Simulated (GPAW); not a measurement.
Input and output of a self-consistent single point for TiGeSb (P4/nmm, 6 atoms in the cell) (GPAW).

Level of theory: PBEsol, GPAW PAW datasets PBEsol (made by gpaw-setup) (plane waves; GPAW).

The change in words: lattice scaled by 0.98. Reference geometry:
```yaml
crystal:
  lattice:
    - [3.66286, 0.00000, 0.00000]
    - [0.00000, 3.66286, 0.00000]
    - [0.00000, 0.00000, 8.17256]
  atoms:
    - { symbol: Ti, position: [0.00000, 0.50000, 0.75285] }
    - { symbol: Ti, position: [0.50000, 0.00000, 0.24715] }
    - { symbol: Ge, position: [0.00000, 0.00000, 0.00000] }
    - { symbol: Ge, position: [0.50000, 0.50000, 0.00000] }
    - { symbol: Sb, position: [0.00000, 0.50000, 0.38354] }
    - { symbol: Sb, position: [0.50000, 0.00000, 0.61646] }
```

Reference input (self-consistent single point, DFT PBEsol, plane waves, GPAW PAW datasets PBEsol (made by gpaw-setup)): mode = pw; ecut = 800 eV; xc = PBEsol; kpts = 7 7 3; mesh shift (steps) = 0 0 0; occupations.name = methfessel-paxton; occupations.width = 0.136 eV; occupations.order = 0; nbands = -14; convergence.density = 1e-05 e/electron; symmetry.symmorphic = false; symmetry.tolerance = 0.0005. This run's input differs from it in these lines:

```diff
@@ -5,5 +5,5 @@
 atoms = Atoms(['Ti', 'Ti', 'Ge', 'Ge', 'Sb', 'Sb'],
-              cell=[[3.662861, 0.000000, 0.000000],
-                    [0.000000, 3.662861, 0.000000],
-                    [0.000000, 0.000000, 8.172559]],
+              cell=[[3.589604, 0.000000, 0.000000],
+                    [0.000000, 3.589604, 0.000000],
+                    [0.000000, 0.000000, 8.009108]],
               scaled_positions=[[0.000000, 0.500000, 0.752850],
```

Output, abridged:

```
     iter     time        total  log10-change:
                         energy   eigst   dens
iter:   1 --:--:--   -37.195994
iter:   2 --:--:--   -37.251166   -0.39  -1.38
iter:   3 --:--:--   -37.064297   -1.40  -1.41
iter:   4 --:--:--   -36.976168   -1.91  -1.53
iter:   5 --:--:--   -36.917856   -2.26  -1.77
iter:   6 --:--:--   -36.914741   -3.44  -2.24
iter:   7 --:--:--   -36.912802c  -3.51  -2.42
iter:   8 --:--:--   -36.909577c  -3.74  -2.74
iter:   9 --:--:--   -36.909220c  -4.20  -2.89
iter:  10 --:--:--   -36.909228c  -4.96  -3.01
iter:  11 --:--:--   -36.909141c  -4.71  -3.05
iter:  12 --:--:--   -36.909014c  -5.47  -3.18
iter:  13 --:--:--   -36.908980c  -6.15  -3.30
iter:  14 --:--:--   -36.908908c  -5.51  -3.34
iter:  15 --:--:--   -36.908907c  -6.54  -3.84
iter:  16 --:--:--   -36.908907c  -7.54c -3.99
iter:  17 --:--:--   -36.908905c  -6.30  -4.01
iter:  18 --:--:--   -36.908906c  -6.72  -4.62
iter:  19 --:--:--   -36.908905c  -7.67c -4.62
iter:  20 --:--:--   -36.908905c  -8.25c -4.85
iter:  21 --:--:--   -36.908906c  -8.78c -4.99
iter:  22 --:--:--   -36.908906c  -9.58c -5.13c
Converged after 22 iterations.

Dipole moment: (-0.000000, -0.000000, -0.000000) |e|*Ang

Energy contributions relative to reference atoms: (reference = -512916.582096)

Kinetic:        +64.320518
Potential:      -53.226835
External:        +0.000000
XC:             -48.198694
Entropy (-ST):   -0.026748
Local:           +0.209479
SIC:             +0.000000
--------------------------
Free energy:    -36.922280
Extrapolated:   -36.908906

Showing only first 2 kpts
 Kpt  Band  Eigenvalues  Occupancy
  0    29     10.39927    0.01113
  0    30     10.74278    0.00000
  0    31     10.74278    0.00000
  0    32     11.29767    0.00000

  1    29     10.68589    0.00000
  1    30     11.15061    0.00000
  1    31     11.15061    0.00000
  1    32     11.33188    0.00000

Fermi level: 10.15514

No gap
   [... lines left out ...]
  0 Ti    0.00000    0.00000   -0.13700
  1 Ti    0.00000    0.00000    0.13700
  2 Ge   -0.00000    0.00000    0.00000
  3 Ge   -0.00000    0.00000    0.00000
  4 Sb    0.00000    0.00000    0.09108
  5 Sb    0.00000    0.00000   -0.09108

Stress tensor:
    -0.055234     0.000000     0.000000
     0.000000    -0.055234     0.000000
     0.000000     0.000000    -0.043838
Stress (GPa, Voigt): [-8.8494 -8.8494 -7.0236  0.      0.      0.    ]
```

The run converged in 22 iterations. GPAW prints stress with tension positive. Against the reference run the free energy goes up by 28.4 meV/atom, the pressure goes from 0.35 to 8.24 GPa and the largest force goes from 0.086 to 0.137 eV/Å.

The starting cell comes from a database of computed structures (which also holds hypothetical and non-ambient phases and stackings), without a prior relaxation at this level. Its lattice was rescaled by a random factor within 2.5 % of one. For this run, on top of that: lattice scaled by 0.98. Spin polarisation is off. With a pressure of about 8 GPa the cell is away from its equilibrium volume at this level.

Cost on one core of a shared machine: roughly 3 min.
